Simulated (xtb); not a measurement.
xtb 6.7.1, GFN2-xTB: Ge(Br)(NH2)(NMe2)2 (C[N](C)[Ge]([NH2])([Br])[N](C)C), 23 atoms. The geometry is a generated start, not checked to be a minimum at this level.

```yaml
method: GFN2-xTB
"--acc": 1 (default)
"--etemp (K)": 300 (default)
detailed input (--input): "none: ANC optimiser, Lindh (1995) Hessian, microcycle=20, maxdispl=1.0, hlow=0.01 (default)"
basis_functions: 62
valence_electrons: 56
```

```xyz
23

C      2.0010    -1.3027    -0.1327
N      1.4774     0.0476    -0.2172
C      2.5442     1.0241    -0.1405
Ge    -0.1298     0.3947     0.6468
N     -0.4359     2.1705     0.9268
Br    -0.1428    -0.7250     2.7226
N     -1.4976    -0.2603    -0.3504
C     -2.7611     0.4362    -0.4566
C     -1.5419    -1.6590    -0.7410
H      1.1870    -2.0192    -0.2210
H      2.5312    -1.4893     0.8104
H      2.6982    -1.4654    -0.9578
H      2.1428     2.0218    -0.3087
H      3.0765     1.0057     0.8203
H      3.2677     0.8129    -0.9301
H     -0.7968     2.4228     1.8363
H      0.3259     2.7935     0.7053
H     -3.5388    -0.0256     0.1618
H     -3.0993     0.4393    -1.4953
H     -2.6241     1.4657    -0.1348
H     -0.8595    -1.8463    -1.5745
H     -1.2735    -2.3235     0.0881
H     -2.5505    -1.9185    -1.0575
```

The structure is relaxed from this start with --opt LEVEL for the levels crude, sloppy, loose, lax, normal, tight, vtight, extreme, once each. Up to the end of the extreme run atoms move by at most 1.5 Å along an axis.

### Question
Which level is enough to come within 20 meV of the tightest end point?

### Answer
normal: 66 cycles against 87, ending 0.39 meV above.

| level | cycles | energy above the extreme run (meV) | gradient norm (eV/Å) |
|---|---|---|---|
| crude | 1 | 190 | 0.077 |
| sloppy | 1 | 190 | 0.077 |
| loose | 1 | 190 | 0.077 |
| lax | 1 | 190 | 0.077 |
| normal | 66 | 0.39 | 0.040 |
| tight | 75 | 0.041 | 0.0055 |
| vtight | 80 | under 0.01 | 0.0061 |
| extreme | 87 | — | 0.0018 |
